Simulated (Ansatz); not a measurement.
This concerns the formation energy of ZrO2 (Pca2₁) from the elements. Reaction: Zr (hcp) + O2 (gas) → ZrO2 (Pca2₁). Negative: the products are lower in energy. The value is per atom of the solid.

ZrO2 (Pca2₁), 12 atoms in the cell, k-point mesh 8×8×6 on the run's own vectors.
```
CELL_PARAMETERS angstrom
      0.00000     5.09800     0.00000
      0.00000     0.00000     5.12793
      5.32460     0.00000     0.00000
ATOMIC_POSITIONS crystal
  Zr 0.73432 0.74998 0.03048
  Zr 0.26568 0.24998 0.96952
  Zr 0.73432 0.24998 0.46952
  Zr 0.26568 0.74998 0.53048
  O  0.46558 0.50162 0.22561
  O  0.53442 0.00162 0.77439
  O  0.46558 0.00162 0.27439
  O  0.53442 0.50162 0.72561
  O  0.93518 0.60440 0.36438
  O  0.06482 0.10440 0.63562
  O  0.93518 0.10440 0.13562
  O  0.06482 0.60440 0.86438
```

Zr (hcp, P6₃/mmc), 2 atoms in the cell, k-point mesh 24×24×12 on the run's own vectors. Conventional cell: a = b = 3.2309 Å, c = 5.1784 Å, α = β = 90.00°, γ = 120.00°.

An isolated O2 molecule (triplet) in a box of 11 × 11 × 13 Å.

Computed with Ansatz (plane waves, PAW), its PAW set soft_1, cutoff 420 eV. The structures are at rest with PBE; other levels are single points on them. HSE06 runs on coarser k-point meshes, mended by the PBE difference between the two meshes. Some cells are metallic or hold partly filled levels, where a hybrid on a coarse mesh is less sure. Neutral cells; Fermi-Dirac smearing of at most 0.10 eV in the solids, energies taken to zero width. The lattices are those relaxed with PBE, so at other levels the solids can be strained, which adds to the spread. A dispersion term (D3(BJ), or D4 for r2SCAN) was computed beside these levels and is taken off wherever the name lacks it. Space groups of crystals are read within 0.01 Å. Nuclei at rest; no vibrational terms. Cells are local rest points, mostly with their start's symmetry.

Problem. What is the computed value (PBE)?

Solution. -3.40 eV/atom, for Zr (hcp) + O2 (gas) → ZrO2 (Pca2₁).

Problem. What do the other levels give, and how wide is the spread?

Solution. 
| Functional | value (eV/atom) | less PBE |
|---|---|---|
| HSE06 | -3.58 | -0.18 |

The levels shown span 0.18 eV/atom, from HSE06 (-3.58) to PBE (-3.40).

Ansatz is a program for electronic structure.
